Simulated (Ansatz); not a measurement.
We consider BaAlHO2 (model structure, started from the SrVO2H type, P4/mmm, No. 123, 5 atoms in the cell), described by G0W0@PBEsol (hard PAW, contour deformation; Ansatz, a program for electronic structure).

The cell is the one relaxed with PBEsol. Conventional cell: a = 3.8170 Å, b = 3.8170 Å, c = 3.9576 Å, α = 90.00°, β = 90.00°, γ = 90.00°.

One run with a 6×6×6 mesh, response cutoff 100 eV and 241 empty bands, not extrapolated in mesh or basis; no spin–orbit coupling.

Highest filled and lowest empty level by k point (fractions of the reciprocal vectors of the cell (3.817 -0.000 0.000) (-0.000 3.817 0.000) (0.000 0.000 3.958) Å; eV from the valence maximum of each method):

```json
[
 {"k": "0 0 0", "PBEsol filled": "-0.77", "PBEsol empty": "4.07", "QP filled": "-0.83", "QP empty": "5.62"},
 {"k": "0 0 0.333", "PBEsol filled": "-1.08", "PBEsol empty": "3.52", "QP filled": "(withheld)", "QP empty": "(withheld)"},
 {"k": "0 0 -0.5", "PBEsol filled": "-0.51", "PBEsol empty": "2.65", "QP filled": "-0.63", "QP empty": "4.18"},
 {"k": "0 0.167 0.167", "PBEsol filled": "-1.09", "PBEsol empty": "4.80", "QP filled": "-1.19", "QP empty": "6.43"},
 {"k": "0 -0.5 0.167", "PBEsol filled": "-1.48", "PBEsol empty": "3.82", "QP filled": "(withheld)", "QP empty": "(withheld)"},
 {"k": "0 -0.5 0.333", "PBEsol filled": "-1.15", "PBEsol empty": "4.50", "QP filled": "-1.29", "QP empty": "6.07"},
 {"k": "0.167 0.167 0.333", "PBEsol filled": "-0.92", "PBEsol empty": "3.78", "QP filled": "-0.99", "QP empty": "5.36"},
 {"k": "-0.5 -0.5 -0.5", "PBEsol filled": "0.00", "PBEsol empty": "6.19", "QP filled": "0.00", "QP empty": "7.92"}
]
```

### Question
Estimate the withheld levels to about 0.1 eV.

### Answer

- 0 0 0.333, QP filled: -1.18
- 0 0 0.333, QP empty: 5.08
- 0 -0.5 0.167, QP filled: -1.78
- 0 -0.5 0.167, QP empty: 5.37

Note: the relaxation could raise the start's symmetry but not lower it, so the cell can be a saddle point.

A model structure was made by putting elements into a prototype or built by hand; it is no filed structure, need not be a known phase, and can be a saddle point held by its symmetry.
